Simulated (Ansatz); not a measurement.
Start from Hf in the hcp (Mg type) structure (space group P6_3/mmc, No. 194; a = 3.1581 Å, c = 5.0045 Å; relaxed with 0.1 eV smearing). Axes: x lies along a and z along c of the hexagonal cell.

Calculations: PBEsol/PAW in Ansatz (a program for electronic structure), scalar-relativistic without spin-orbit coupling.

It is then changed as follows: an isotropic linear strain of +2.50 %, atoms relaxed at fixed cell.

Task: Predict the stress tensor and what it implies for the stiffness.

Result: Stress of the strained cell less that of the base (GPa, compression positive):
```
   -7.3     0.0     0.0
    0.0    -7.3     0.0
    0.0     0.0    -7.6
```

Then B = −ΔP/(ΔV/V₀) with ΔV/V₀ = 0.0769 gives secant stiffness values (nonlinear terms included at this strain): B (at held cell shape, above the free-shape value) ≈ 96 GPa.

As a check, the harmonic strain energy −½ V₀ Δσ:ε is 37 meV/atom; the computed energy rise is 40 meV/atom.

Whether these cells are dynamically stable was not tested. The final runs are not spin-polarised.
